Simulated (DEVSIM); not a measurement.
Structure: Au/Al2O3/SiO2/p-Si capacitor, at 300 K.

| layer (left to right) | material | thickness (nm) | Na (cm⁻³) |
|---|---|---|---|
| 1 | Al2O3 | 11.0 | - |
| 2 | SiO2 | 0.790 | - |
| 3 | Si | 920 | 3.9e17 |

Metal gate on the left, work function 5.1 eV. Fixed charge at the semiconductor interface -1.9e10 cm⁻² (in units of +e); no interface traps.

Constants are typed, rounded textbook-type inputs, not results; the design itself was drawn at random and stands for no fabricated device. Values at 300 K.

| parameter | Al2O3 | SiO2 | Si |
|---|---|---|---|
| gap (eV) | 6.8 | 9 | 1.124 |
| affinity (eV) | 1.35 | 0.9 | 4.05 |
| permittivity | 9 | 3.9 | 11.7 |
| Nc (cm⁻³) | - | - | 2.86e19 |
| Nv (cm⁻³) | - | - | 3.1e19 |

Model (solved in DEVSIM): 1D Poisson equation in equilibrium, Boltzmann statistics, complete ionisation; no quantum confinement or tunnelling. Metal contacts follow the ideal Schottky-Mott rule: no Fermi-level pinning, no interface dipoles.

The interface trap density was swept, all else fixed.

| interface trap density (cm^-2 eV^-1) | minimum of the low-frequency capacitance (μF/cm²) | threshold voltage (band bending 2φF) (V) | flat-band voltage (V) |
|---|---|---|---|
| 0 | 0.157 | 1.49 | 0.04 |
| 1e10 | 0.158 | 1.49 | 0.04 |
| 1e11 | 0.166 | 1.50 | 0.03 |
| 3e11 | 0.183 | 1.51 | -0.01 |
| 1e12 | 0.232 | 1.55 | -0.13 |
| 2e12 | 0.286 | 1.61 | -0.30 |

From the first row to the last the minimum of the low-frequency capacitance goes from 0.157 to 0.286. From the first row to the last the threshold voltage (band bending 2φF) goes from 1.49 to 1.61.
